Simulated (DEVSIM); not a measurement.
Device: Co/Al2O3/p-Si capacitor, at 300 K.

| layer (left to right) | material | thickness (nm) | Na (cm⁻³) |
|---|---|---|---|
| 1 | Al2O3 | 9.60 | - |
| 2 | Si | 2800 | 4.2e16 |

Metal gate on the left, work function 5 eV. Fixed charge at the semiconductor interface 9.5e10 cm⁻² (in units of +e); no interface traps.

The device is made up for the run: typed textbook-type constants, with dimensions and the other settings drawn at random. Values at 300 K.

| parameter | Al2O3 | Si |
|---|---|---|
| gap (eV) | 6.8 | 1.124 |
| affinity (eV) | 1.35 | 4.05 |
| permittivity | 9 | 11.7 |
| Nc (cm⁻³) | - | 2.86e19 |
| Nv (cm⁻³) | - | 3.1e19 |

Simulated with DEVSIM: 1D Poisson equation in equilibrium, Boltzmann statistics, complete ionisation; no quantum confinement or tunnelling. Metal contacts follow the ideal Schottky-Mott rule: no Fermi-level pinning, no interface dipoles.

Question: Tabulate band edges, carrier densities and field at 0.5 V on the gate.

Answer: Energies count from the Fermi level of the right contact; mesh points crowd at the junctions.

```
x (μm)    Ec (eV)  Ev (eV)  n (cm⁻³)  p (cm⁻³)  field (V/cm)
--------  -------  -------  --------  --------  ------------
0.000       3.150   -3.650     < 1e2     < 1e2         75000
0.001236    3.159   -3.641     < 1e2     < 1e2         75000
0.003459    3.176   -3.624     < 1e2     < 1e2         75000
0.006593    3.200   -3.600     < 1e2     < 1e2         75000
0.009083    3.218   -3.582     < 1e2     < 1e2         75000
0.01012     0.526   -0.598    4.2e10     2.8e9         72000
0.01211     0.540   -0.584    2.4e10     4.8e9         71000
0.01894     0.587   -0.537     3.9e9    3.0e10         66000
0.03132     0.664   -0.460     2.0e8    5.9e11         58000
0.06001     0.805   -0.319    840000    1.4e14         40000
0.1208      0.937   -0.187      5100    2.3e16          7200
0.3297      0.953   -0.171      2800    4.2e16           ≈ 0
0.7086      0.953   -0.171      2800    4.2e16           ≈ 0
1.501       0.953   -0.171      2800    4.2e16           ≈ 0
2.353       0.953   -0.171      2800    4.2e16           ≈ 0
2.600       0.953   -0.171      2800    4.2e16           ≈ 0
2.714       0.953   -0.171      2800    4.2e16           ≈ 0
2.767       0.953   -0.171      2800    4.2e16           ≈ 0
2.795       0.953   -0.171      2800    4.2e16           ≈ 0
2.804       0.953   -0.171      2800    4.2e16           ≈ 0
2.808       0.953   -0.171      2800    4.2e16           ≈ 0
2.810       0.953   -0.171      2800    4.2e16           ≈ 0
```
